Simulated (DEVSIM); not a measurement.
Device: GaN p-n junction from an implanted or diffused profile, at 250 K.

```
layer (left to right)  material  thickness (μm)  Nd (cm⁻³)   τn (s)   τp (s)
---------------------  --------  --------------  ---------  -------  -------
1                           GaN            12.0     6.3e15  5.3e-10  5.3e-10
```

Added acceptor profile: 1.9e17 cm⁻³ × exp(−(x − 0.027 μm)²/(2·(0.048 μm)²)). Left contact: ohmic. Right contact: ohmic. Voltage is applied to the left contact. Recombination: SRH at mid-gap. Mobility is constant in doping. Where it depends on doping, it is μmin + (μ − μmin)/(1 + (N/Nref)^α).

Constants are typed, rounded textbook-type inputs, not results; the design itself was drawn at random and stands for no fabricated device. Values at 300 K; Nc and Nv go as T^1.5, mobilities as T to minus their exponent, the gap by Varshni's rule with the affinity fixed. The table also holds parameters that only a changed run uses.

```tsv
parameter	GaN
gap (eV)	3.43
affinity (eV)	4.1
permittivity	9.5
Nc (cm⁻³)	2.3e18
Nv (cm⁻³)	4.6e19
μn (cm²/Vs)	1200
μp (cm²/Vs)	100
μn,min	55
μp,min	3
Nref,n	2e17
Nref,p	3e17
αn	1
αp	2
T exponent of μn	1.5
T exponent of μp	2
Cn (cm⁶/s)	1e-30
Cp (cm⁶/s)	1e-30
Varshni α (eV/K)	0.00091
Varshni β (K)	830
```

Model (solved in DEVSIM): 1D drift-diffusion, Boltzmann statistics, complete ionisation; no tunnelling, impact ionisation, image-force lowering or self-heating.

Base results: dark forward voltage at 100 A/cm² (V) 3.200; dark forward voltage at 1 A/cm² (V) 3.017; potential step across the device at zero bias (V) 3.212.

**Question.** What follows from this one change: minority lifetime in layer 1 5.3e-10 → 1.6e-09 s?

**Answer.** dark forward voltage at 100 A/cm² little changed (3.202 V); dark forward voltage at 1 A/cm² 3.017 → 3.024 V; potential step across the device at zero bias little changed (3.212 V).

**Question.** What follows from this one change: thickness of layer 1 12 → 60 μm?

**Answer.** dark forward voltage at 100 A/cm² 3.200 → 3.501 V; dark forward voltage at 1 A/cm² 3.017 → 3.021 V; potential step across the device at zero bias little changed (3.212 V).

**Question.** What follows from this one change: temperature 250 → 400 K?

**Answer.** dark forward voltage at 100 A/cm² 3.200 → 2.976 V; dark forward voltage at 1 A/cm² 3.017 → 2.646 V; potential step across the device at zero bias 3.212 → 2.955 V.
